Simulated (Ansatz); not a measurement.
The reference is GaAs in the zinc blende structure (space group F-43m, No. 216; a = 5.6590 Å). Axes: x, y, z lie along the cube axes.

Calculations: PBEsol in Ansatz (plane waves to 420 eV, PAW, spin-orbit coupling left out).

For the base:

| Quantity | Result |
|---|---|
| Valley order | Γ 0.42 eV; L along ⟨111⟩ 0.92 eV; a point along ⟨100⟩, about 1.0 Å⁻¹ from Γ 1.32 eV |

One thing is altered: compressive biaxial strain of 0.13 % in the plane normal to [111], as in epitaxy on a mismatched substrate; the out-of-plane cell vector and the atoms relax.

Question: What happens to the valley order and out-of-plane strain?

Answer: The valley order (the lowest conduction-band minima on the path, energy above the VBM, named in the base's zone) becomes Γ 0.43 eV; L along [1-11] 0.92 eV; L along [111] 0.94 eV; a point along [100], about 1.0 Å⁻¹ from Γ 1.31 eV (base: Γ 0.42 eV; L along ⟨111⟩ 0.92 eV; a point along ⟨100⟩, about 1.0 Å⁻¹ from Γ 1.32 eV); the out-of-plane strain amounts to +0.06 %.

The levels and masses belong to the bands next to the band gap. Stability against distortions was not tested.

Ansatz is a program for electronic structure.
